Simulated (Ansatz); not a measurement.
## CeO2 (P4₂/mnm, No. 136, 6 atoms in the cell; start mp-1018664; a measured phase of this formula has another space group)

Calculation: LDA (Ansatz, a quantum-chemistry and plane-wave program, plane waves, PAW).

Settings: plane-wave cutoff 520 eV, 8×8×10 k mesh (along the axes of the cell as run), Fermi–Dirac smearing 0.01 eV, no spin polarisation, scalar-relativistic PAW data made under PBE.

Cell (relaxed at this level):

```yaml
crystal:
  lattice:
    - [5.02495, 0.00000, 0.00000]
    - [0.00000, 5.02495, 0.00000]
    - [0.00000, 0.00000, 3.59148]
  atoms:
    - { symbol: Ce, position: [0.50000, 0.50000, 0.50000] }
    - { symbol: Ce, position: [0.00000, 0.00000, 0.00000] }
    - { symbol: O, position: [0.81294, 0.18706, 0.50000] }
    - { symbol: O, position: [0.18706, 0.81294, 0.50000] }
    - { symbol: O, position: [0.31294, 0.31294, 0.00000] }
    - { symbol: O, position: [0.68706, 0.68706, 0.00000] }
```

For CeO2 (P4₂/mnm, No. 136, 6 atoms in the cell; start mp-1018664; a measured phase of this formula has another space group), the band gap is 2.21 eV (on the SCF k mesh). The bulk modulus B0 is 144 GPa.

Note: the relaxation could not lower the start's symmetry, so the cell can be a saddle point above a distorted one; the 4f shell is treated without U or exact exchange, so its levels and filling can be wrong; the bulk modulus is −V dP/dV from two relaxed cells at ±2 % in volume.

Spin–orbit coupling is not included.

Computed values are for the static lattice.

It cost roughly 3 core-minutes of CPU time.

A start named mp-… is a Materials Project structure, which need not be a measured phase.
